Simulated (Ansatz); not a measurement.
Input and output of a self-consistent single point for Sc₂Al (P3m1, 6 atoms in the cell) (Ansatz, a quantum-chemistry and plane-wave program).

Computed with PBEsol, harder PAW files (source: ansatz) made with PBE (plane waves; Ansatz).

```
Sc2Al
1.0
    4.87793     0.00000     0.00000
   -2.43897     4.22441     0.00000
    0.00000     0.00000     6.14294
Sc Al
4 2
Direct
  0.00000   0.00000   0.00814
  0.00000   0.00000   0.50000
  0.33333   0.66667   0.75000
  0.66667   0.33333   0.25000
  0.33333   0.66667   0.25000
  0.66667   0.33333   0.75000
```

Reference input (self-consistent single point, DFT, PBEsol, plane waves, default PAW files made with PBE): basis.ecutwfc = 420 eV; kpoints.mp_grid.grid = 6 6 4; hamiltonian.xc = pbesol; hamiltonian.pseudopotentials = {kind: paw} (the program's default PAW files); scf.occupations.method = fermi_dirac; scf.occupations.width = 0.1 eV. This run's input differs from it in these lines:

Ansatz 0.2 input:
```diff
@@ -13,3 +13,3 @@
 basis:
-  ecutwfc: 420.0 eV
+  ecutwfc: 1080.0 eV
 kpoints:
@@ -18,3 +18,3 @@
   xc: pbesol
-  pseudopotentials: { kind: paw }
+  pseudopotentials: { kind: paw, source: ansatz }
 scf:
```

Log, with long lists cut:

```
SCF iter   1: F=—  HF=-13284.362415 eV  |F-HF|=—  |Δ(HF+E_count)|=         —  Δρ=2.68e-2  dr2=1.09e0  ethr=3.10e-3  ⟨swp⟩=6.8  Hψ=3858  notcnv=0
all-band conjugate gradients solve this SCF's bands
preconditioner: auto → Kerker (q_TF=auto, 2.448 Å⁻¹)
SCF iter   2: F=—  HF=-13284.102627 eV  |F-HF|=—  |Δ(HF+E_count)|=   2.60e-1  Δρ=1.53e-2  dr2=3.77e-1  ethr=1.65e-3  ⟨swp⟩=2.6  Hψ=1306  notcnv=0
   [... lines left out ...]
SCF iter   7: F=—  HF=-13283.978708 eV  |F-HF|=—  |Δ(HF+E_count)|=   3.56e-4  Δρ=6.95e-5  dr2=9.46e-6  ethr=5.52e-8  ⟨swp⟩=2.0  Hψ=1111  notcnv=0
SCF iter   8: F=—  HF=-13283.978707 eV  |F-HF|=—  |Δ(HF+E_count)|=   1.48e-6  Δρ=2.63e-5  dr2=1.58e-6  ethr=1.43e-8  ⟨swp⟩=2.0  Hψ=1163  notcnv=0
SCF iter   9: F=—  HF=-13283.978707 eV  |F-HF|=—  |Δ(HF+E_count)|=   1.68e-7  Δρ=8.70e-6  dr2=1.50e-7  ethr=2.40e-9  ⟨swp⟩=2.9  Hψ=1702  notcnv=0
SCF iter  10: F=-13283.978707 eV  HF=-13283.978707 eV  |F-HF|=1.73e-8  |Δ(HF+E_count)|=   2.48e-8  Δρ=3.01e-6  dr2=2.03e-8  ethr=1.52e-10  ⟨swp⟩=7.8  Hψ=3927  notcnv=0
SCF 1 converged in 10 iterations: F = -13283.978707 eV  dr2 = 2.03e-8
Free energy (F): -13283.978707 eV
Internal energy: -13283.752706 eV  (E = F + TS)
E sigma→0 (E₀):  -13283.865706 eV
Entropy (-TS):   -0.226001 eV (-37.667 meV/atom)
Fermi energy:    9.564925 eV
--- Forces (eV/Å), atoms counted from 1 ---
  atom   1  Sc    -0.00000000     0.00000000    -0.32421358
  atom   2  Sc     0.00000000     0.00000000     0.11646737
  atom   3  Sc    -0.00000000     0.00000000     0.07130481
  atom   4  Sc     0.00000000    -0.00000000     0.07008538
  atom   5  Al    -0.00000000     0.00000000     0.03447633
  atom   6  Al     0.00000000    -0.00000000     0.03189516
--- Stress (GPa, compression-positive) ---
       -1.358118       0.000000       0.000000
        0.000000      -1.358118      -0.000000
        0.000000      -0.000000      -1.454579
  P = ⅓ Tr σ = -1.3903 GPa (-13.903 kbar)
  The stress holds the Pulay correction. Without it, at fixed plane waves, as pw.x and ABINIT print it: P = -1.3930 GPa
```

The run converged in 10 iterations. Against the reference run the pressure stays at -1.39 GPa and the largest force stays at 0.324 eV/Å.

The starting cell comes from a database of computed structures (which also holds hypothetical and non-ambient phases and stackings), without a prior relaxation at this level. Its lattice was rescaled by up to half a per cent. One atom was moved a little off its site on purpose. Ansatz's pressure includes its estimate of the finite-basis (Pulay) stress.

Cost on one core of a shared machine: roughly 40 s.
